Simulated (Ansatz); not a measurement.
**Au: response to strain**

Base system: Au in the fcc (Cu type) structure (space group Fm-3m, No. 225; relaxed with 0.1 eV smearing).

```yaml
crystal:
  lattice:
    - [0.00000, 2.06226, 2.06226]
    - [2.06226, 0.00000, 2.06226]
    - [2.06226, 2.06226, 0.00000]
  atoms:
    - { symbol: Au, position: [0.00000, 0.00000, 0.00000] }
```

Cartesian axes are those of the cell as printed.

Strains are applied to the cell and any free atomic positions relax; under biaxial strain the out-of-plane vector relaxes too; under stress the whole cell relaxes.

All numbers come from DFT with r2SCAN, PAW potentials and a 500 eV plane-wave cutoff in Ansatz (a program for electronic structure), without spin-orbit coupling.

Notes on the quantities. energy relative to the base: free energy F.

| change | space group | energy relative to the base | volume per atom |
|---|---|---|---|
| base | Fm-3m (No. 225) | 0 meV/atom | 17.54 Å³ |
| biaxial strain −3.74 %, plane normal [001], relaxed out of plane | I4/mmm (No. 139) | +13 meV/atom | 17.31 Å³ |
| biaxial strain −1.16 %, plane normal [001], relaxed out of plane | I4/mmm (No. 139) | +0.8 meV/atom | 17.50 Å³ |
| biaxial strain −0.93 %, plane normal [001], relaxed out of plane | I4/mmm (No. 139) | +0.5 meV/atom | 17.51 Å³ |
| isotropic strain +5.51 % | Fm-3m (No. 225) | +176 meV/atom | 20.60 Å³ |
| uniaxial strain ε_yy = +2.13 % | I4/mmm (No. 139) | +3.9 meV/atom | 17.91 Å³ |
| uniaxial strain ε_zz = −1.00 % | I4/mmm (No. 139) | +0.9 meV/atom | 17.37 Å³ |
| uniaxial stress, 5 GPa tension along x | I4/mmm (No. 139) | +22 meV/atom | 17.87 Å³ |
| uniaxial stress, 1 GPa compression along z | I4/mmm (No. 139) | +3.6 meV/atom | 17.52 Å³ |
| uniaxial stress, 3 GPa compression along x | I4/mmm (No. 139) | +15 meV/atom | 17.72 Å³ |

Stability under load was not tested beyond the relaxation. Under uniaxial stress, 3 GPa compression along x the cell changed shape so far that it is another structure.
